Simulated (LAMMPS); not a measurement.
SiC (zinc blende) at 3770 K and zero pressure, started from the melt, with several potentials, in cells of their own sizes.

Potentials compared:
- MEAM SiC.meam: classical MD, pair style meam, file SiC.meam (LAMMPS)
- SiC.edip: classical MD, pair style edip/multi, file SiC.edip (LAMMPS)
- SiC_Erhart-Albe.tersoff: classical MD, pair style tersoff, file SiC_Erhart-Albe.tersoff (LAMMPS); Erhart and Albe, Phys Rev B, 71, 035211 (2005)

```
potential                 state                volume  first peak of g(r), C-Si  coordination number of C by Si  self-diffusion coefficient of C (not corrected for cell size)        viscosity  mean phonon frequency  rough cost (ms per atom and simulated ps)
-----------------------  ------  --------------------  ------------------------  ------------------------------  -------------------------------------------------------------  ---------------  ---------------------  -----------------------------------------
SiC.edip                 liquid  15.45 ± 0.06 Å³/atom        1.97 Å, height 3.0        2.47 (counted to 2.54 Å)                                    (1.84 ± 0.08) × 10^-4 cm²/s                -               14.5 THz                                    3 to 10
MEAM SiC.meam            liquid  12.91 ± 0.01 Å³/atom        2.10 Å, height 4.0        3.86 (counted to 2.70 Å)                                      (4.2 ± 0.2) × 10^-5 cm²/s  6.6 ± 0.7 mPa s               19.9 THz                                   10 to 30
SiC_Erhart-Albe.tersoff  liquid  16.83 ± 0.05 Å³/atom        1.89 Å, height 4.0        1.87 (counted to 2.42 Å)                                      (8.7 ± 0.3) × 10^-6 cm²/s     17 ± 3 mPa s               18.0 THz                                    3 to 10
```

Costs are rough: whole-run CPU time with set-up and analysis, from shared machines, in bands a factor of about three wide.

Caution: at ambient pressure real SiC sublimes or decomposes before or as it melts, so this liquid is the model's.

Caution (rows SiC.edip; SiC_Erhart-Albe.tersoff): a run this short can hold a crystal over, or a liquid under, the potential's own melting point, which these runs don't give.

States go by the mean squared displacement: a species diffuses where it passes 1.5 Å², still rises and gives D over 1e-6 cm²/s; a crystal has left its structure where atoms lie 0.35 Å off their sites on average or a cubic box changes its shape by 3 %, or the axial ratios of another lie 8 % off the starting cell's, which the potential's own relaxation can also do.

Errors of D are the spread over four groups of atoms in one short run; a floor of about 5 %, a picked value, is safer.

Errors shown are sampling errors alone.
